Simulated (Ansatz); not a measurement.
The starting structures come from a database of crystals and need not be the phases stable at ambient conditions.

Here is the system:

```yaml
crystal:
  lattice:
    - [5.17526, 0.00000, 0.00000]
    - [0.00000, 5.17526, 0.00000]
    - [0.00000, 0.00000, 5.17526]
  atoms:
    - { symbol: Sn, position: [0.00000, 0.50000, 0.50000] }
    - { symbol: Sn, position: [0.50000, 0.50000, 0.00000] }
    - { symbol: Sn, position: [0.50000, 0.00000, 0.50000] }
    - { symbol: Sn, position: [0.00000, 0.00000, 0.00000] }
    - { symbol: O, position: [0.66110, 0.83890, 0.83890] }
    - { symbol: O, position: [0.33890, 0.16110, 0.16110] }
    - { symbol: O, position: [0.83890, 0.16110, 0.33890] }
    - { symbol: O, position: [0.16110, 0.83890, 0.66110] }
    - { symbol: O, position: [0.16110, 0.66110, 0.16110] }
    - { symbol: O, position: [0.83890, 0.33890, 0.83890] }
    - { symbol: O, position: [0.33890, 0.33890, 0.66110] }
    - { symbol: O, position: [0.66110, 0.66110, 0.33890] }
```

Space group of this cell: Pa-3. The cell is taken as given; by r2SCAN its mean pressure is -9.0 GPa.

These are r2SCAN (plane waves, PAW; Ansatz, a first-principles code) values and carry that method's errors.

The current runs along the normal of the first two printed vectors; no spin-orbit coupling. Scaled by the factor s: both lengths across the current (ions clamped). Meshes 6×6×6 and 6×6 across the current in all rows.

| s | mean pressure (GPa) | band gap (eV) |
|---|---|---|
| 0.98 | -0.6 | ? |
| 1.00 | -9.0 | 1.12 |
| 1.02 | -15.7 | 0.70 |

Take the slope of the band gap against ln s from the two given rows, extrapolate to s = 0.98, and say what the run there gives.

Slope = (0.70 − 1.12) / ln 1.02 = -21.2 eV. The line gives 1.12 + (-21.2) × ln 0.98 = 1.55 eV. The run gives 1.54 eV, 0.01 eV under the line, 2 % of the predicted step.
